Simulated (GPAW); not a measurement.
Equation of state of zinc-blende AlN (space group 216): energy against volume (GPAW, PBE)

```yaml
crystal:
  lattice:
    - [0.00000, 2.15106, 2.15106]
    - [2.15106, 0.00000, 2.15106]
    - [2.15106, 2.15106, 0.00000]
  atoms:
    - { symbol: Al, position: [0.00000, 0.00000, 0.00000] }
    - { symbol: N, position: [0.75000, 0.75000, 0.75000] }
```

Computed with PBE, GPAW PAW datasets PBE (gpaw-data 1.0.1) (plane waves; GPAW 25.7.0). Settings: mode = pw; ecut = 1040 eV; xc = PBE; kpts = 13 13 13; mesh shift (steps) = 0 0 0; occupations.name = fermi-dirac; occupations.width = 0.01 eV; nbands = -8; convergence.bands = -6; symmetry.symmorphic = false; symmetry.tolerance = 0.0005; maxiter = 120. The cell above is the first row's. The rows scale it uniformly. In all rows fractional positions and the k mesh are held. E is the free energy at the stated smearing, counted from the lowest row.

| V (Å^3/atom) | E (meV/atom) |
|---|---|
| 9.953 | 39.94 |
| 10.169 | 20.27 |
| 10.386 | 7.49 |
| 10.602 | 0.93 |
| 10.819 | 0.00 |
| 11.035 | 4.16 |
| 11.251 | 12.92 |
| 11.468 | 25.85 |
| 11.684 | ? |

Fit E of the 8 rows that show it with the third-order Birch-Murnaghan form, a cubic in V^(-2/3). With u = V^(-2/3) - 0.206, the rows have u = 0.010121, 0.007050, 0.004072, 0.001209, -0.001571, -0.004248, -0.006838, -0.009359. Least squares gives E = -0.126 + 457.16·u + 345695·u² + 23388·u³. Residuals (row less fit): 0.004, -0.017, 0.021, -0.002, -0.009, -0.008, 0.015, -0.006; standard error 0.017 (degrees of freedom: 4). Its minimum lies at u = -0.000661, so V0 = (0.205339)^(-3/2) = 10.75. There d²E/du² = 691300 and d³E/du³ = 140300, so B0 = (4/9) × 10.75^(-7/3) × 691300 × 0.160218 = 193 GPa (the last factor turns the table's units into GPa), and B0' = 4 + (2/3) × 0.205339 × (140300)/691300 = 4.0. The program's pressures in the fitted runs (not shown) pass through zero at V = 10.75, 0.01 % from this V0.

Task: Estimate the missing E (V = 11.684); what did the run itself give?

Result: u = -0.011790, so E = -0.126 + 457.16 × (-0.011790) + 345695 × (-0.011790)² + 23388 × (-0.011790)³ = 42.499 meV/atom. The calculation gives 42.54 meV/atom, 0.041 meV/atom above the prediction (0.1 % of the range of E in the table). The row lies outside the fitted rows, so this is an extrapolation. From the scatter of the fitted rows alone, a prediction at this place has a standard error of 0.041 meV/atom, so the miss is 1.0 times that.

Carrying the step between the two nearest rows on in a straight line would have given 38.72, off by 3.82; series whose last step already gives the withheld value aren't shown. The scan was laid around a cell of about the measured size, scaled by a guess for this functional. This is a metastable polymorph. The runs keep the symmetry of the cell, so they don't test it for distortions. Cutoffs and mesh are single choices, not tested for convergence of this quantity. Series with a scatter that would blur these digits, or in which a gap closes, are not shown. Nor are scans whose minimum lies at an end fitted in this form.
